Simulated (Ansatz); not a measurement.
The reference is BN in the zinc blende structure (space group F-43m, No. 216).

```yaml
crystal:
  lattice:
    - [0.00000, 1.80256, 1.80256]
    - [1.80256, 0.00000, 1.80256]
    - [1.80256, 1.80256, 0.00000]
  atoms:
    - { symbol: N, position: [0.75000, 0.75000, 0.75000] }
    - { symbol: B, position: [0.00000, 0.00000, 0.00000] }
```

Cartesian axes are those of the cell as printed.

All numbers come from PBEsol (Ansatz, a first-principles code, PAW, spin-orbit coupling left out), earlier PAW set.

Free-standing slabs (2 atom(s) a layer) normal to [110] with 15 Å of vacuum; in-plane cell held at bulk.

One change was made to it. Results:

| quantity | base | after |
|---|---|---|
| gap character | – | indirect, Z → X |
| shortest interatomic distance | 156.1 pm | 145.2 pm |
| excess energy per area of both faces (slab less bulk energy over the cell's area: twice a surface energy) | – | 6.81 J/m² |
| band gap | 4.29 eV | 0.39 eV |

Task: Which of these changes matches the shifts?
A) 4 layers
B) 2 layers
C) 3 layers
D) 6 layers

Result: C, 3 layers. For comparison, the band gap in the other runs: 6 layers gives 2.36 eV; 4 layers gives 2.45 eV; 2 layers gives 4.34 eV.

The excess energy carries the mismatch between the slab's and the bulk's meshes. Stability against distortions was not tested. Labels are those of the standard path for the cell's own space group.
